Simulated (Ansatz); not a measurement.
Consider this model of amorphous Bi44.

```xyz
44
Lattice="10.9975 -0.2230 -0.6197 -0.2230 11.5279 -0.8843 -0.6197 -0.8843 12.2796" Properties=species:S:1:pos:R:3 pbc="T T T"
Bi     0.9645     5.6626     5.2948
Bi     4.9374     6.6227    10.5216
Bi     2.8463     7.7193     8.3878
Bi     2.6286     9.0946     1.7994
Bi     0.7545     5.6409     9.7638
Bi     3.0753     4.6768     7.5311
Bi    10.0540     2.5079     9.7060
Bi     7.3503     7.7195     1.2474
Bi    10.5875     7.5756     1.9138
Bi     1.9218     2.1483    11.6515
Bi     5.8024     5.8504     6.1126
Bi     5.0516    -0.3898     4.1733
Bi     8.3234    -0.3335     9.2839
Bi     1.8952     2.1913     5.0300
Bi    -0.4698    10.3397     7.0214
Bi     7.6468     6.1074     8.7101
Bi     3.5152     7.5614     4.5125
Bi     8.4599     6.1534     4.0112
Bi     5.5211     2.6372     5.3192
Bi    10.3012     2.8327     6.0943
Bi     4.1847     1.7019     1.7380
Bi     2.2062    10.7469     5.1416
Bi     4.0097     4.6898     3.2389
Bi     8.1911     2.9035     3.6623
Bi     1.0609     0.9368     2.2152
Bi     9.5007     2.5410     0.4294
Bi     4.7983     3.2067    10.2525
Bi     5.6930     9.2107     7.6578
Bi    10.0816     7.0089     6.7092
Bi     7.2381     2.8776     8.1339
Bi     4.4282    10.5256    -0.6714
Bi     0.2154     8.8497    -0.5954
Bi     7.6648     8.7827    10.6972
Bi     6.5669     8.8593     4.6125
Bi     4.0225     0.1732     8.5627
Bi     6.0733     0.3607    11.5246
Bi     3.2297     6.3758     0.1607
Bi     1.0105     4.8166     1.8765
Bi    10.0610    10.5639     2.8671
Bi     7.7086    -0.1779     2.0217
Bi     6.4559     4.7679     1.1669
Bi     8.2669     0.2701     5.9573
Bi     9.5635     5.8624    -0.7782
Bi     1.5731    10.5961     9.5705
```

Method: PBE, scalar-relativistic without spin-orbit coupling (plane waves to 420 eV, PAW; Ansatz, a program for electronic structure).

Preparation: random packing, a CHGNet melt and quench, and a DFT relaxation. The hot cell started wider than the set density and was brought back towards it in steps. It is the lowest in DFT energy of 3 quenches. It is a model cell: composition and starting density were chosen by hand, and all elements were melted together. No dispersion term was used. Its density started from a set value of 9.64 and ended at 9.90 g/cm³. Cooling (nominally 30 K/ps over its main leg) ran many orders faster than in experiment, which tends to leave more defects and strain. One small periodic cell is one sample of the glass; other quenches scatter about these values. Volume and shape were free in the relaxation. Stress components on the final sampling reach 0.7 GPa. On a 2×2×2 Γ-centred mesh force components of up to 0.43 eV/Å stay, since the relaxation ran on one k-point at (1/4, 1/4, 1/4).

Cut-offs for bonds: Bi-Bi 3.66 Å.

Q: Give the coordination numbers, mean bond lengths and angles.

A: 
```json
{
  "Mean coordination of Bi": "6.18 (3 with 4, 9 with 5, 13 with 6, 15 with 7, 4 with 8)",
  "Mean Bi-Bi bond": "3.346 Å (spread 0.143 Å, 136 counted)",
  "Bond angle at Bi": "mean 101.1°, spread 30.6°"
}
```
